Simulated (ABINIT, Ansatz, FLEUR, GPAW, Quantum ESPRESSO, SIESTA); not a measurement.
**One structure in several programs: Ti₆O (P-31m, 7 atoms in the cell)**

Self-consistent single point.

```
CELL_PARAMETERS angstrom
      5.10479     0.00000     0.00000
     -2.55240     4.42088     0.00000
      0.00000     0.00000     4.73055
ATOMIC_POSITIONS crystal
  Ti 0.66886 0.66886 0.26073
  Ti 0.33114 0.33114 0.73927
  Ti 0.33114 0.00000 0.26073
  Ti 0.66886 0.00000 0.73927
  Ti 0.00000 0.33114 0.26073
  Ti 0.00000 0.66886 0.73927
  O  0.00000 0.00000 0.00000
```

All programs got the same cell, k-point mesh and kind of occupations (in Ansatz's words: kpoints.mp_grid.grid = 5 5 5; scf.occupations.method = gaussian; scf.occupations.width = 0.05 eV); potentials, basis and cutoffs are each program's usual ones.

```csv
code,model,pressure (GPa),largest force (eV/Å),k-points,cutoff
GPAW,"PBEsol, GPAW PAW datasets PBEsol (made by gpaw-setup)",–,0.059,19,950 eV
Ansatz,"PBEsol, PAW files made with PBE",-4.32,0.107,19,default
ABINIT,"PBEsol, PAW (JTH v2.0 PBE PAW, files made for PBE)",-4.00,0.096,19,816 eV
SIESTA,"GGA PBEsol, numerical atomic orbitals DZP, PseudoDojo PBEsol standard norm-conserving potentials (rewritten from UPF to PSML)",-6.27,0.096,63,grid 300 Ry
FLEUR,"PBEsol, all-electron FLAPW (FLEUR), scalar-relativistic valence",–,0.106,19,Kmax 4.5 1/bohr
Quantum ESPRESSO,"PBEsol, PseudoDojo standard norm-conserving (PBESOL) pseudopotentials",-4.19,0.117,19,85 Ry
```

A dash marks a value that a program does not give, or that is left out as unsure.

The spread over the programs that give each value: pressure within 2.27 GPa; largest force within 0.058 eV/Å.

The starting cell comes from a database of computed structures (which also holds hypothetical and non-ambient phases and stackings), without a prior relaxation at this level. On Ansatz's run: Spin polarisation is off, so a magnetic state, if there is one, cannot be reached. In the base run, with a pressure of about -4 GPa the cell is away from its equilibrium volume at this level.

Task: Why do the programs differ, and what cannot be compared?

Result: Differences of this kind can come from the potentials, where these differ, and from what each basis and cutoff leave unconverged. The zero of total energies and Fermi levels follows the potentials and each program's conventions, so they are not compared here. SIESTA uses small atom-centred bases, whose incompleteness enters pressures, forces and empty levels differently from a plane-wave cutoff. FLEUR treats all electrons, but the usual bases taken here (sphere radii, linearisation, local orbitals, empty states) were not tested for convergence, so the values are no reference for the others. Ansatz's pressure is given at a fixed set of plane waves, as the other plane-wave codes print theirs; with its correction for the finite basis it is -4.21 GPa. The pressure of GPAW is left out: its cutoff lies under the one at which its stress was checked. The programs reduce the same mesh by symmetry to different extents, which changes the work and not the result. In the pressure, SIESTA (by 2.08) lies more than 1 GPa from the median of the plane-wave programs.

Left out of this page: Elk (not drawn, or without a comparable value).

Ansatz is a first-principles code.

Keys are those of Ansatz 0.2.
